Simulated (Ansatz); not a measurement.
GaAs under load (space group R3m): band-edge transport data

Here is the system:

```
CELL_PARAMETERS angstrom
     -0.01710     2.81633     2.81633
      2.81633    -0.01710     2.81633
      2.81633     2.81633    -0.01710
ATOMIC_POSITIONS crystal
  Ga 0.99957 0.99957 0.99957
  As 0.25043 0.25043 0.25043
```

These are PBEsol with spin-orbit coupling, rigid bands (plane waves, PAW; Ansatz, a program for electronic structure) values and carry that method's errors. Condition of this run: uniaxial stress along [111] of 1 GPa (compression positive) (the target of the relaxation). Geometry: cell and atoms relaxed with PBEsol, then loaded as said.

```json
{
  "band_gap": "0.32 eV",
  "hole conductivity mass (300 K, dilute)": "0.34 mₑ",
  "effective density of states N_v (300 K)": "5.7e18 cm⁻³",
  "density_of_states_mass_holes": "0.37 mₑ",
  "Seebeck coefficient, p-type 1e19 cm⁻³, 300 K": "228 μV/K"
}
```

Rigid bands; masses and Seebeck coefficients take one relaxation time τ for all states and one kind of carrier; polarons and phonon drag are left out.
